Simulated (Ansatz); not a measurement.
The starting structures come from a database of crystals and need not be the phases stable at ambient conditions.

The decay constant κ of evanescent states in the gap governs leakage through a thin film.

Given:

```
CaTiO3
1.0
    5.44114     0.00000     0.00000
    0.13847     5.43938     0.00000
    2.65133    -2.71969     3.79820
Ca Ti O
2 2 6
Direct
  0.75000   0.75000   0.50000
  0.25000   0.25000   0.50000
  0.50000   0.50000   0.00000
  0.00000   0.00000   0.00000
  0.19130   0.80870   0.11740
  0.80870   0.19130   0.88260
  0.69130   0.30870   0.50000
  0.30870   0.69130   0.50000
  0.25000   0.25000   0.00000
  0.75000   0.75000   0.00000
```

Space group of this cell: I4/mcm. The cell is taken as given; by PBEsol its mean pressure is -2.9 GPa.

Transport runs along the normal of the first two printed cell vectors, the (110) plane of the conventional cell.

No gap correction and no spin-orbit coupling; mid-gap values are interpolated between computed energies.

Q: Estimate the band gap and the smallest decay constant κ at mid-gap that PBEsol run with Ansatz (an electronic-structure program) returns for this system.

A: Gap 2.32 eV on a 8×8×8 mesh; κ = 0.254 1/Å, at the zone centre.
